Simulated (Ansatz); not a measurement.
**Surface dipole against coverage: K on fcc Rh (111)**

One K atom in each cell of a four-layer slab of fcc Rh (111), started at a threefold hollow (fcc) site; the adatom and the upper two layers relax, with a dipole correction. Δφ is the change of the top face's work function against the clean slab's 5.15 eV. By the Helmholtz relation an adatom's dipole is μ = |Δφ|/(0.377 eV × n) in debye, for n adatoms per nm². In Topping's model neighbouring dipoles depolarise each other, so that 1/μ = (1 + 9α·n^(3/2))/μ0 is a line in x = n^(3/2). Calculation: PBE (plane waves to 420 eV, PAW; Ansatz, a quantum-chemistry and plane-wave program). All cells sample the k points of the 1×1 cell's 12×12×1 mesh, with Fermi-Dirac smearing of 0.1 eV (energies taken to zero smearing), without spin polarisation or spin-orbit coupling.

```
cell  x (nm⁻³)  1/μ (1/D)  n (nm⁻²)  Δφ (eV)
----  --------  ---------  --------  -------
4×3       1.50      0.203      1.31    -2.43
3×3       2.32      0.221      1.75    -2.98
4×2       2.77      0.240      1.97    -3.09
3×2       4.24      0.271      2.62    -3.64
2×2       7.82          ?      3.94        ?
```

The 4 complete rows are fitted with a straight line, 1/μ against x. With u = x - 2.7, the rows have u = -1.2000, -0.3800, 0.0700, 1.5400. Means: u 0.0075000, 1/μ 0.2338. About the means, the sum of products is 0.099548 and the sum of squares of u is 3.9607; the slope is their ratio. Least squares gives 1/μ = 0.2336 + 0.02513·u. Residuals (row less fit): -0.0004, -0.0031, 0.0046, -0.0013; standard error 0.0040 (degrees of freedom: 2). At x = 0 the line gives 1/μ0 = 0.166, so a lone adatom carries about 6.0 D, its positive end outward; slope over intercept is 9α, which puts α at roughly 17 Å³, a figure that hangs on Δφ's last digit.

**Question.** What does the fit predict for 1/μ at x = 7.82, and how far is the calculated value from it?

**Answer.** u = 5.1200, so 1/μ = 0.2336 + 0.02513 × 5.1200 = 0.3623 1/D. The calculation gives 0.423 1/D, 0.0607 1/D above the prediction (27.6 % of the range of 1/μ in the table). The row lies outside the fitted rows, so this is an extrapolation.

The model takes a square or triangular net of point dipoles; the 4×2, 3×2 and 4×3 nets are stretched, and dense layers bond among themselves. Only series are tabulated where Δφ keeps its sign and exceeds 0.12 eV, and the fitted rows scatter about the line by under a tenth of the table's range (standard error).

As a change of work function, the prediction is 0.377 × 3.94/0.362 = 4.10 eV in size, against 3.51 eV from the run.

Each row is one calculation, so residuals can be the form's limits or numerical noise.
